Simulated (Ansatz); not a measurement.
Abridged Ansatz (a quantum-chemistry and plane-wave program) output:

```
Relaxation: its limit of steps is 60 (relax.max_steps)
Pseudopotential: Zn, paw, valence charge 12
Pseudopotential: Si, paw, valence charge 4
Pseudopotential: P, paw, valence charge 5
Crystal: 8 atoms, lattice volume = 151.327 Å³
Basis set: ecut = 500 eV, 3819 PW (Γ), exchange–correlation on 192×192×192 points (64 copies of the dense FFT grid, shifted against one another)
Bands: 34, of which v1, the nominal top of the filled ones, is band 26 counted from 1 (25 counted from 0)
Symmetry: 8 space group operations
k-points: 75 of 729 (time reversal used)
Functional: x = r2scan, c = r2scan; τ floored in thin density (d = 2e-4 eV/Å³)
SCF iter   1: F=—  HF=-10969.341735 eV  |F-HF|=—  |Δ(HF+E_count)|=         —  Δρ=1.12e-2  dr2=1.34e-1  dr2_τ=4.64e-2  ethr=1.77e-3  ⟨swp⟩=9.3  Hψ=14853  notcnv=0
SCF iter   2: F=—  HF=-10969.373707 eV  |F-HF|=—  |Δ(HF+E_count)|=   3.20e-2  Δρ=2.74e-3  dr2=8.86e-3  dr2_τ=5.00e-4  ethr=2.57e-4  ⟨swp⟩=3.0  Hψ=5393  notcnv=0  defer=188
SCF 1 converged in 7 iterations: F = -10969.365789 eV  dr2 = 8.94e-8
relax step   1: F+E_penalty+E_count = -10969.36578927 eV  Δ(F+E_penalty+E_count) = +0.000e0 eV  max|allowed force component| = 1.152e-3 eV/Å  Δτ_max = 0.0000 Å  P = -0.002 GPa  Ω = 151.327 Å³  (7 SCF iters, dr2 threshold 1.00e-7 eV, accepted)
[... steps on the carried basis left out ...]
relax step   5: F+E_penalty+E_count = -10969.35029930 eV  Δ(F+E_penalty+E_count) = +3.839e-4 eV  max|allowed force component| = 9.727e-3 eV/Å  Δτ_max = 0.0000 Å  P = +1.804 GPa  Ω = 148.540 Å³  stress off target by 5.01e-3 GPa  SCF on the basis re-selected at this cell (its energy is not comparable with the rows above)  (6 SCF iters)
SCF converged after 6 iterations
Free energy (F): -10969.350299 eV
Internal energy: -10969.350299 eV  (E = F + TS)
E sigma→0 (E₀):  -10969.350299 eV
Fermi energy:    7.696625 eV
--- Forces (eV/Å), atoms counted from 1 ---
  atom   1  Zn     0.00000000    -0.00000000     0.00000000
  atom   2  Zn     0.00000000     0.00000000     0.00000000
  atom   3  Si     0.00000000     0.00000000     0.00000000
  atom   4  Si     0.00000000    -0.00000000     0.00000000
  atom   5  P      0.00000000     0.00972662     0.00000000
  atom   6  P      0.00000000    -0.00972662    -0.00000000
  atom   7  P     -0.00972662     0.00000000    -0.00000000
  atom   8  P      0.00972662     0.00000000    -0.00000000
--- Stress (GPa, compression-positive) ---
        1.805011      -0.000000       0.000000
       -0.000000       1.805011      -0.000000
        0.000000      -0.000000       1.800960
  P = ⅓ Tr σ = 1.8037 GPa (18.037 kbar)
--- Relaxed structure (4 steps of the walk, 4 accepted, 1 SCFs on fresh bases) ---
  cell:  # Å, volume = 148.5397 Å³
    - [-2.6716110343916184, 2.6716110343916184, 5.2027874501762525]
    - [2.6716110343916184, -2.6716110343916184, 5.2027874501762525]
    - [2.6716110343916184, 2.6716110343916184, -5.2027874501762525]
  atoms:
    - { symbol: Zn, position: [0.7499999999999999, 0.25000000000000006, 0.49999999999999994] }
    - { symbol: Zn, position: [-3.3905695908200666e-34, 1.1253841748810924e-35, -3.3240353944649465e-34] }
    - { symbol: Si, position: [0.25000000000000006, 0.7499999999999999, 0.49999999999999994] }
    - { symbol: Si, position: [0.5, 0.5, -2.1823246033580537e-34] }
    - { symbol: P, position: [0.14105459267576584, 0.12499999999999997, 0.5160545926757658] }
    - { symbol: P, position: [0.608945407324234, 0.625, 0.4839454073242341] }
    - { symbol: P, position: [0.375, 0.8589454073242341, 0.9839454073242341] }
    - { symbol: P, position: [0.875, 0.3910545926757658, 0.01605459267576584] }
```

**Question.** What was computed, and what are the main results?

**Answer.** ZnSiP2, 8 atoms in the cell, with r2SCAN in Ansatz (plane waves to 500 eV, PAW, no spin-orbit coupling), from a series relaxed to a target (pressure 1.8 GPa). The last SCF converged to F = -10969.350299 eV, or -1371.1688 eV per atom, at a pressure of 1.80 GPa. The total energy compares only with runs of the same code, potentials and settings.

Load acts through the strain it causes; cell and atoms are relaxed under it. Stability against distortions was not tested. The cell was made from ZnSiP₂ in the chalcopyrite structure (space group I-42d, No. 122) by this change: pressure 1.8 GPa.

Keys are those of Ansatz 0.2.
